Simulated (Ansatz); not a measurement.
Given:

End structure of the (100) surface of rock-salt TaC, Sc on half the Ta sites of the top plane, c(2x2) (bottom of the slab: a bare face, its two planes held):

```yaml
crystal:
  lattice:
    - [3.16473, 3.16473, 0.00000]
    - [-3.16473, 3.16473, 0.00000]
    - [0.00000, 0.00000, 27.50000]
  atoms:
    - { symbol: C, position: [0.00000, 0.00000, 0.29656] }
    - { symbol: C, position: [0.50000, 0.50000, 0.29656] }
    - { symbol: Ta, position: [0.50000, 0.00000, 0.29656] }
    - { symbol: Ta, position: [0.00000, 0.50000, 0.29656] }
    - { symbol: C, position: [0.50000, 0.00000, 0.37794] }
    - { symbol: C, position: [0.00000, 0.50000, 0.37794] }
    - { symbol: Ta, position: [0.00000, 0.00000, 0.37794] }
    - { symbol: Ta, position: [0.50000, 0.50000, 0.37794] }
    - { symbol: C, position: [0.00000, 0.00000, 0.45912] }
    - { symbol: C, position: [0.50000, 0.50000, 0.45970] }
    - { symbol: Ta, position: [0.50000, 0.00000, 0.45886] }
    - { symbol: Ta, position: [0.00000, 0.50000, 0.45886] }
    - { symbol: C, position: [0.50000, 0.00000, 0.54008] }
    - { symbol: C, position: [0.00000, 0.50000, 0.54008] }
    - { symbol: Ta, position: [0.00000, 0.00000, 0.54052] }
    - { symbol: Ta, position: [0.50000, 0.50000, 0.54244] }
    - { symbol: C, position: [0.00000, 0.00000, 0.62185] }
    - { symbol: C, position: [0.50000, 0.50000, 0.62267] }
    - { symbol: Ta, position: [0.50000, 0.00000, 0.62215] }
    - { symbol: Ta, position: [0.00000, 0.50000, 0.62215] }
    - { symbol: C, position: [0.50000, 0.00000, 0.70388] }
    - { symbol: C, position: [0.00000, 0.50000, 0.70388] }
    - { symbol: Sc, position: [0.00000, 0.00000, 0.70603] }
    - { symbol: Ta, position: [0.50000, 0.50000, 0.69810] }
```

Set-up: 24 atoms, 11.2 Å thick at the start; mesh 9x9x1; 0.1 eV smearing; dipole correction on; 8 atoms held, the rest relaxed; symmetry of the start imposed; no spin, no spin-orbit, no U. It is one candidate, not shown to be the stable structure of the face.

**Question.** Predict the work function of the top face from PBE (Ansatz, a first-principles code).

**Answer.** 3.52 eV
